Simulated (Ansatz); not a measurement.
Reference: Li2O (Fm-3m), PBEsol, rigid bands (plane waves, PAW, scalar-relativistic; Ansatz, a program for electronic structure); geometry: cell and atoms relaxed with PBEsol.

```
CELL_PARAMETERS angstrom
      0.00000     2.28996     2.28996
      2.28996     0.00000     2.28996
      2.28996     2.28996     0.00000
ATOMIC_POSITIONS crystal
  Li 0.75000 0.75000 0.75000
  Li 0.25000 0.25000 0.25000
  O  0.00000 0.00000 0.00000
```

band gap: 4.88 eV
electron conductivity mass: 0.52 mₑ
Seebeck coefficient, n-type 1e19 cm⁻³: -310 μV/K

**Question.** Replace O by Se on the same sites and relax. What happens?

**Answer.** Li$_{2}$Se (Fm-3m): volume per atom 8.0 to 17.5 Å³; band gap falls (4.88 eV to 2.82 eV); electron conductivity mass falls (0.52 mₑ to 0.38 mₑ); Seebeck coefficient, n-type 1e19 cm⁻³ falls in size (-310 μV/K to -271 μV/K).

**Question.** Replace O by S on the same sites and relax. What happens?

**Answer.** Li₂S (Fm-3m): volume per atom 8.0 to 15.1 Å³; band gap falls (4.88 eV to 3.20 eV); electron conductivity mass falls (0.52 mₑ to 0.40 mₑ); Seebeck coefficient, n-type 1e19 cm⁻³ falls in size (-310 μV/K to -278 μV/K).

Moves up to 5 % count as about the same. Masses are for dilute carriers at 300 K, harmonic means over directions unless an axis is named. Seebeck coefficients are for the stated density at 300 K, with one relaxation time for all states and whether or not that doping can be reached. Spin-orbit coupling is left out.

Formula and space group known from diffraction (Crystallography Open Database), not checked to be the room-temperature form: Li2S (Fm-3m), Li2Se (Fm-3m).
